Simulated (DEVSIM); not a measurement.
Device: abrupt Si n-p junction, at 300 K.

Layer 1 from the left is Si, thickness (μm) 0.960, Nd (cm⁻³) 4.6e16, τn (s) 5.7e-6, τp (s) 5.7e-6. Layer 2 from the left is Si, thickness (μm) 0.390, Na (cm⁻³) 5.4e15, τn (s) 5.7e-6, τp (s) 5.7e-6.

Left contact: ohmic. Right contact: ohmic. Voltage is applied to the left contact. Recombination: SRH at mid-gap, Auger. Mobility is constant in doping.

Constants are typed, rounded textbook-type inputs, not results; the design itself was drawn at random and stands for no fabricated device. Values at 300 K.

Si: gap (eV) 1.124, affinity (eV) 4.05, permittivity 11.7, Nc (cm⁻³) 2.86e19, Nv (cm⁻³) 3.1e19, μn (cm²/Vs) 1417, μp (cm²/Vs) 470, Cn (cm⁶/s) 2.8e-31, Cp (cm⁶/s) 9.9e-32.

Simulated with DEVSIM: 1D drift-diffusion, Boltzmann statistics, complete ionisation; no tunnelling, impact ionisation, image-force lowering or self-heating.

Q: What does the simulation give for the largest field in the device at zero bias, the dark forward voltage at 1 A/cm²?

A: largest field in the device at zero bias 32000 V/cm; dark forward voltage at 1 A/cm² 0.487 V.
